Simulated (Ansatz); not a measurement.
The parent structure is ZnSe in the zinc blende structure (space group F-43m, No. 216; a = 5.568 Å). Axes: x, y, z lie along the cube axes.

The values are results of LDA, PAW, 420 eV (Ansatz, a program for electronic structure; spin-orbit coupling left out), not measurements.

Base values:

The valley order is Γ 1.25 eV; L along ⟨111⟩ 2.45 eV; X along ⟨100⟩ 2.69 eV.

Now apply this change: tensor shear ε_xy = +1.14 % (engineering shear γ = 0.0228), atoms relaxed at fixed cell.

Question: What does the calculation give for the energy relative to the base after the change?

Answer: The energy increases by 1.5 meV/atom.

Question: What does the calculation give for the largest internal atomic displacement after the change?

Answer: The largest internal atomic displacement comes out as 0.011 Å.

Question: What does the calculation give for the valley order after the change?

Answer: The valley order (the lowest conduction-band minima on the path, energy above the VBM, named in the base's zone) becomes Γ 1.17 eV; L along [1-1-1] 2.29 eV; L along [111] 2.47 eV; X along [001] 2.57 eV (base: Γ 1.25 eV; L along ⟨111⟩ 2.45 eV; X along ⟨100⟩ 2.69 eV).

Question: How does this affect the stress?

Answer: The stress (xx, yy, zz, yz, xz, xy; compression positive) amounts to (0.01, 0.01, -0.01, 0.00, 0.00, -0.98) GPa.

The levels and masses belong to the bands next to the band gap. The cells carry an imposed strain or load. Stability against distortions was not tested.
